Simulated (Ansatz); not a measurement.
Defect: C vacancy in 4H silicon carbide, neutral cell. Method: PBE, PAW (plane waves to 420 eV; Ansatz, an electronic-structure program).

Cell of 72 host sites held at the relaxed PBE lattice; the Γ point alone; Fermi-Dirac width 0.01 eV, spin-restricted; finite-size errors left in. Static, classical nuclei. The charge state is imposed; whether it is stable for some Fermi level was not computed. Forms of the defect that were not tried may lie lower. The order of the sites in energy changes with the mesh.

Barriers: single points on a 2×2×2 k-point mesh shifted by half a step along c at the bands' geometries (they differ from the bands' own by up to 0.49 eV, and are uncertain by about as much).

Relaxed starting cell (atoms counted from 1):

```xyz
71
Lattice="9.2823 0.0000 0.0000 -4.6411 8.0387 0.0000 0.0000 0.0000 10.1293" Properties=species:S:1:pos:R:3 pbc="T T T"
Si    -0.0013    -0.2381     5.1067
Si    -1.5344     2.6314     5.0765
Si    -3.0679     5.3234     5.0406
Si     3.0805    -0.0150     5.0617
Si     1.5315     2.6316     5.0766
Si    -0.0015     5.3426     5.0685
Si     6.1986    -0.0150     5.0616
Si     4.6395     2.6707     5.0632
Si     3.0649     5.3236     5.0408
Si    -0.0017     0.0129    10.1336
Si    -1.5494     2.7061    10.1668
Si    -3.1102     5.3905    10.0885
Si     3.1052     0.0107    10.1448
Si     1.5463     2.7062    10.1666
Si    -0.0017     5.3762    10.1345
Si     6.1738     0.0106    10.1451
Si     4.6396     2.6940    10.1377
Si     3.1071     5.3906    10.0885
Si     1.4877     0.9630     7.7006
Si    -0.0015     3.6094     7.6097
Si    -1.5543     6.2680     7.5967
Si     4.6395     0.9229     7.6064
Si     3.0997     3.5873     7.6065
Si     1.5511     6.2682     7.5970
Si     7.7907     0.9633     7.7012
Si     6.1791     3.5873     7.6066
Si     4.6396     6.3331     7.3589
Si    -0.0017     1.7438     2.5707
Si    -1.5455     4.4590     2.5276
Si    -3.0848     7.1283     2.5050
Si     3.0942     1.7810     2.5394
Si     1.5422     4.4588     2.5277
Si    -0.0018     7.1435     2.5434
Si     6.1847     1.7810     2.5394
Si     4.6394     4.4670     2.5148
Si     3.0814     7.1283     2.5052
C     -1.5426     2.7054     6.9744
C     -3.0633     5.3644     6.9411
C      3.0284     0.0141     6.9704
C      1.5392     2.7052     6.9741
C     -0.0015     5.3865     6.9734
C      6.2508     0.0142     6.9706
C      4.6395     2.6960     6.9636
C      3.0600     5.3643     6.9411
C     -0.0017    -0.0212     1.8986
C     -1.5404     2.6700     1.9334
C     -3.0986     5.3531     1.8696
C      3.1046    -0.0012     1.9028
C      1.5370     2.6699     1.9333
C     -0.0017     5.3616     1.9033
C      6.1742    -0.0011     1.9029
C      4.6395     2.6762     1.9058
C      3.0953     5.3531     1.8696
C      1.5603     0.9267     9.5772
C     -0.0015     3.5864     9.5272
C     -1.5458     6.2692     9.5065
C      4.6395     0.9108     9.5100
C      3.0951     3.5900     9.5153
C      1.5425     6.2692     9.5065
C      7.7187     0.9266     9.5776
C      6.1841     3.5899     9.5154
C      4.6395     6.3084     9.4053
C     -0.0015     1.6647     4.5258
C     -1.5275     4.4192     4.4391
C     -3.0496     7.0866     4.3936
C      3.0927     1.7709     4.4544
C      1.5246     4.4193     4.4390
C     -0.0016     7.1362     4.4667
C      6.1865     1.7710     4.4545
C      4.6395     4.4541     4.4369
C      3.0467     7.0870     4.3937
```

End state 1 differs by these moves (Å; atoms that move under 0.08 Å are left out):

```tsv
atom	element	Δx	Δy	Δz
1	Si	0.03	0.27	-0.03
5	Si	0.22	0.17	0.03
9	Si	0.05	0.08	0.00
20	Si	-0.03	-0.12	0.09
23	Si	-0.08	-0.05	-0.25
25	Si	-0.09	-0.09	-0.09
27	Si	-0.01	-0.09	0.25
40	C	-1.57	-2.71	0.00
41	C	0.02	-0.09	0.00
42	C	-0.09	-0.03	0.00
58	C	-0.05	-0.05	-0.11
62	C	-0.01	-0.07	0.11
63	C	0.11	0.18	0.00
65	C	-0.03	0.07	0.06
66	C	0.07	0.01	-0.06
67	C	0.05	0.12	-0.05
71	C	0.08	0.10	0.05
```

Problem. Estimate the forward and backward barriers to end state 1 that PBE, PAW returns for this input.

Solution. forward 3.57 eV, backward 3.57 eV; at the saddle point atom 40 has neighbours Si at 1.82, Si at 2.03, 2 Si at 2.17, Si at 2.32 Å. The saddle point's order was not checked.
